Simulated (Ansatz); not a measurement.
Base system: Ir in the fcc (Cu type) structure (space group Fm-3m, No. 225; relaxed with 0.1 eV smearing).

```
CELL_PARAMETERS angstrom
      0.00000     1.92250     1.92250
      1.92250     0.00000     1.92250
      1.92250     1.92250     0.00000
ATOMIC_POSITIONS crystal
  Ir 0.00000 0.00000 0.00000
```

Cartesian axes are those of the cell as printed.

Computed with r2SCAN/PAW in Ansatz (a first-principles code), scalar-relativistic without spin-orbit coupling.

Now apply this change: every lattice vector is shortened by 1.50 %; the atoms relax in the strained cell.

Q: Predict the stress tensor and what it implies for the stiffness.

A: Stress of the strained cell less that of the base (GPa, compression positive):
```
   19.1     0.0     0.0
    0.0    19.1     0.0
    0.0     0.0    19.1
```

Then B = −ΔP/(ΔV/V₀) with ΔV/V₀ = -0.0443 gives secant stiffness values (nonlinear terms included at this strain): B ≈ 431 GPa.

As a check, the harmonic strain energy −½ V₀ Δσ:ε is 38 meV/atom; the computed energy rise is 36 meV/atom.

Whether these cells are dynamically stable was not tested. The final runs are not spin-polarised.
